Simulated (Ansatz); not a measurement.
Where the default PAW files enter, the runs use the earlier of Ansatz's two default sets.

Data:

```
BN
1.0
    2.55394     0.00000     0.00000
   -1.27697     2.21178     0.00000
    0.00000     0.00000     4.22685
B N
2 2
Cartesian
  1.27697   0.73726   4.22567
  0.00000   1.47452   2.11224
  1.27697   0.73726   2.64296
  0.00000   1.47452   0.52954
```

Space group of this cell: P6_3mc, wurtzite. The cell is taken as given; by r2SCAN its mean pressure is -5.0 GPa.

Computed with r2SCAN (plane waves, PAW; Ansatz, a first-principles code).

The current runs along the normal of the first two printed vectors; no spin-orbit coupling. Scaled by the factor s: both lengths across the current (ions clamped). Meshes 18×18×8 and 18×18 across the current in all rows.

| s | mean pressure (GPa) | band gap (eV) |
|---|---|---|
| 0.98 | 11.4 | ? |
| 1.00 | -5.0 | 5.75 |
| 1.02 | -18.5 | 5.86 |

Problem. Take the slope of the band gap against ln s from the two given rows, extrapolate to s = 0.98, and say what the run there gives.

Solution. Slope = (5.86 − 5.75) / ln 1.02 = 5.55 eV. The line gives 5.75 + (5.55) × ln 0.98 = 5.64 eV. The run gives 5.61 eV, 0.03 eV under the line, 25 % of the predicted step.
